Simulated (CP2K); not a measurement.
Worked example: self-consistent single point of Li (Im-3m, 1 atom in the cell) in CP2K.

Computed with CP2K 2026.2 with PBEsol, GPW, DZVP-MOLOPT-SR-GTH basis, GTH-PBE potentials (GTH_POTENTIALS).

```yaml
crystal:
  lattice:
    - [2.91151, 0.00000, 0.00000]
    - [-0.97050, 2.74500, 0.00000]
    - [-0.97050, -1.37250, 2.37724]
  atoms:
    - { symbol: Li, position: [0.00000, 0.00000, 0.00000] }
```

Reference input (self-consistent single point, DFT PBE, GPW, DZVP-MOLOPT-SR-GTH basis, GTH-PBE potentials (GTH_POTENTIALS)): CUTOFF = 400 Ry; REL_CUTOFF = 40 Ry; SMEAR/METHOD = GAUSSIAN; SIGMA = 0.136 eV; KPOINTS/SCHEME = MONKHORST-PACK 11 11 11; XC_FUNCTIONAL = PBE; Li/BASIS_SET = DZVP-MOLOPT-SR-GTH-q3; Li/POTENTIAL = GTH-PBE-q3; METHOD = GPW; EPS_DEFAULT = 1e-11; NGRIDS = 4; SCF_GUESS = ATOMIC. This run's input differs from it in these lines:

```diff
@@ -43,3 +43,6 @@
     &XC
-      &XC_FUNCTIONAL PBE
+      &XC_FUNCTIONAL
+        &PBE
+          PARAMETRIZATION PBESOL
+        &END PBE
       &END XC_FUNCTIONAL
```

Log, with long lists cut:

```
 SCF WAVEFUNCTION OPTIMIZATION

  Step     Update method      Time    Convergence         Total energy    Change
     1 NoMix/Diag. 0.20E+00      -     0.23902888        -7.4713150209 -7.47E+00
     2 Broy./Diag. 0.20E+00      -     0.00050608        -7.4183151412  5.30E-02
     3 Broy./Diag. 0.20E+00      -     0.00416304        -7.4134484315  4.87E-03
     4 Broy./Diag. 0.20E+00      -     0.00120576        -7.4130494119  3.99E-04
     5 Broy./Diag. 0.20E+00      -     0.00141534        -7.4129283397  1.21E-04
     6 Broy./Diag. 0.20E+00      -     0.00013001        -7.4128439363  8.44E-05
   [... 2 lines left out ...]
     9 Broy./Diag. 0.20E+00      -     0.00002140        -7.4127279766  8.80E-06
    10 Broy./Diag. 0.20E+00      -     0.00000014        -7.4127274763  5.00E-07
    11 Broy./Diag. 0.20E+00      -     0.00000034        -7.4127277819 -3.06E-07
    12 Broy./Diag. 0.20E+00      -     0.00000006        -7.4127278248 -4.29E-08
  *** SCF run converged in    12 steps ***

  Overlap energy of the core charge distribution:               0.00000000000000
  Self energy of the core charge distribution:                 -6.34713281491226
  Core Hamiltonian energy:                                      0.32006343553871
  Hartree energy:                                               0.38915069206673
  Exchange-correlation energy:                                 -1.77466398393915
  Smearing free energy correction:                             -0.00014515352562
  Fermi energy:                                                 0.02030586585925

  Total energy:                                                -7.41272782477251
  Total energy (extrapolated to sigma->0):                     -7.41265524800970

                     Mulliken Population Analysis

   [... lines left out ...]

 STRESS| Analytical stress tensor [bar]
 STRESS|                        x                   y                   z
 STRESS|      x        1.65768788385E+04  -2.61023387455E+00  -4.48977292006E+00
 STRESS|      y       -2.61023387455E+00   1.65750226281E+04  -6.34417637232E+00
 STRESS|      z       -4.48977292006E+00  -6.34417637232E+00   1.65676398329E+04
 STRESS| 1/3 Trace                                             1.65731804332E+04
```

The run converged in 12 iterations. Against the reference run the pressure moves little (1.69 to 1.66 GPa).

The starting cell comes from a database of computed structures (which also holds hypothetical and non-ambient phases and stackings), without a prior relaxation at this level. Its lattice was rescaled by a random factor within 2.5 % of one. Values carry the incompleteness of an atom-centred basis. The potentials were made for another functional than the one used.

Cost on one core of a shared machine: roughly 2 min.
